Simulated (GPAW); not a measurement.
Input and output of a self-consistent single point for NaCd3 (Fm-3m, 4 atoms in the cell) (GPAW).

Method: PBEsol, GPAW PAW datasets PBEsol (made by gpaw-setup) (plane waves; GPAW 25.7.0).

```yaml
crystal:
  lattice:
    - [0.00000, 3.53941, 3.53941]
    - [3.53941, 0.00000, 3.53941]
    - [3.53941, 3.53941, 0.00000]
  atoms:
    - { symbol: Na, position: [0.00000, 0.00000, 0.00000] }
    - { symbol: Cd, position: [0.25000, 0.25000, 0.25000] }
    - { symbol: Cd, position: [0.75000, 0.75000, 0.75000] }
    - { symbol: Cd, position: [0.50000, 0.50000, 0.50000] }
```

Reference input (self-consistent single point, DFT LDA (Perdew-Wang 92), plane waves, GPAW PAW datasets LDA (gpaw-data 1.0.1)): mode = pw; ecut = 800 eV; xc = LDA; kpts = 8 8 8; mesh shift (steps) = 0 0 0; occupations.name = fermi-dirac; occupations.width = 0.1 eV; nbands = -12; convergence.forces = 0.001 eV/Å; symmetry.symmorphic = false; symmetry.tolerance = 0.0005; maxiter = 150. This run's input differs from it in these lines:

```diff
@@ -15,3 +15,3 @@
 calc = GPAW(mode={'name': 'pw', 'ecut': 800},
-            xc='LDA',
+            xc='PBEsol',
             kpts={'size': (8, 8, 8), 'gamma': True},
```

Its files differ too (potentials: GPAW PAW datasets PBEsol (made by gpaw-setup)).

The program printed (abridged):

```
     iter     time        total  log10-change:
                         energy   eigst   dens  force
iter:   1 --:--:--    -6.139998
iter:   2 --:--:--    -6.081254   -2.06  -1.45
iter:   3 --:--:--    -6.077365   -1.34  -1.48
iter:   4 --:--:--    -5.996045   -3.54  -1.91
iter:   5 --:--:--    -5.871312   -1.94  -1.98
iter:   6 --:--:--    -5.819442   -2.96  -2.25
iter:   7 --:--:--    -5.819851   -4.49  -3.13
iter:   8 --:--:--    -5.820341c  -4.60  -3.07
iter:   9 --:--:--    -5.819442c  -4.51  -3.11
iter:  10 --:--:--    -5.819414c  -6.56  -3.95
iter:  11 --:--:--    -5.819345c  -5.36  -4.02c
iter:  12 --:--:--    -5.819339c  -6.51  -4.05c
iter:  13 --:--:--    -5.819338c  -7.57c -4.24c
iter:  14 --:--:--    -5.819337c  -6.97  -4.29c
iter:  15 --:--:--    -5.819337c  -8.48c -4.43c -16.21c
Converged after 15 iterations.

Dipole moment: (0.000000, 0.000000, 0.000000) |e|*Ang

Energy contributions relative to reference atoms: (reference = -460714.913570)

Kinetic:        +11.745630
Potential:       -7.554086
External:        +0.000000
XC:             -10.318859
Entropy (-ST):   -0.037160
Local:           +0.326558
SIC:             +0.000000
--------------------------
Free energy:     -5.837917
Extrapolated:    -5.819337

Showing only first 2 kpts
 Kpt  Band  Eigenvalues  Occupancy
  0    19      6.89078    0.00001
  0    20      7.60990    0.00000
  0    21      7.60990    0.00000
  0    22      7.60990    0.00000

  1    19      5.91057    0.11326
  1    20      6.58499    0.00014
  1    21      6.58499    0.00014
  1    22      7.08087    0.00000

Fermi level: 5.62928

No gap
No difference between direct/indirect transitions
Energy (eV): -5.819337

Forces in eV/Ang:
  0 Na   -0.00000   -0.00000   -0.00000
  1 Cd   -0.00000    0.00000    0.00000
  2 Cd    0.00000    0.00000   -0.00000
  3 Cd    0.00000   -0.00000   -0.00000

Stress tensor:
     0.008546    -0.000000    -0.000000
    -0.000000     0.008546    -0.000000
    -0.000000    -0.000000     0.008546
Stress (GPa, Voigt): [ 1.3692  1.3692  1.3692 -0.     -0.     -0.    ]
```

The run converged in 15 iterations. GPAW prints stress with tension positive. Against the reference run the pressure goes from -3.63 to -1.37 GPa.

The starting cell comes from a database of computed structures (which also holds hypothetical and non-ambient phases and stackings), without a prior relaxation at this level.

Cost on one core of a shared machine: roughly 2 min.
